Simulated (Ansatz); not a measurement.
Defect migration in fcc Cu: Mo-vacancy pair (Mo on one host Cu site, one Cu site vacant), neutral cell. The step: one Cu atom jumps into the vacancy from a nearby Cu site (Mo-vacancy distance between ideal sites 2.57 → 3.63 Å); the atom moves 2.47 Å along (0.00, -0.48, 0.49) of the unit cell; the moving atom starts with neighbours 2 Cu at 2.53, 2 Cu at 2.54, Cu at 2.55, 3 Cu at 2.58, 2 Cu at 2.60, Cu at 2.63 Å and ends with 2 Cu at 2.53, Cu at 2.54, 2 Cu at 2.56, 2 Cu at 2.57, Cu at 2.60, 2 Cu at 2.61; Mo at 2.59 Å. A PBE band in Ansatz (plane-wave PAW, a 2×2×2 k-point mesh shifted by half a step, 32 host sites, 22 SCF runs with any check of the saddle's order, static, no finite-size correction) gives a forward barrier of 0.54 eV. The saddle point's order was not checked, and it lies on a symmetry element of the cell, where a band can be held. Forms of the defect that were not tried may lie lower.

Single points at the band's start and saddle point can refine it. Rough cost of one point, in units of the band's mean SCF on the same machine:

```tsv
Level	Cost of one point
PBE, a 4×4×4 k-point mesh shifted by half a step	about 7
r2SCAN at 500 eV, a 2×2×2 k-point mesh shifted by half a step	about 3
```

**Question.** Which of these move the barrier by more than 0.1 eV, and how far does each move it?

**Answer.** PBE, a 4×4×4 k-point mesh shifted by half a step: +0.12 eV; r2SCAN at 500 eV, a 2×2×2 k-point mesh shifted by half a step: -0.01 eV. Each functional is compared with PBE at the same k-points.

Ansatz is an electronic-structure program.
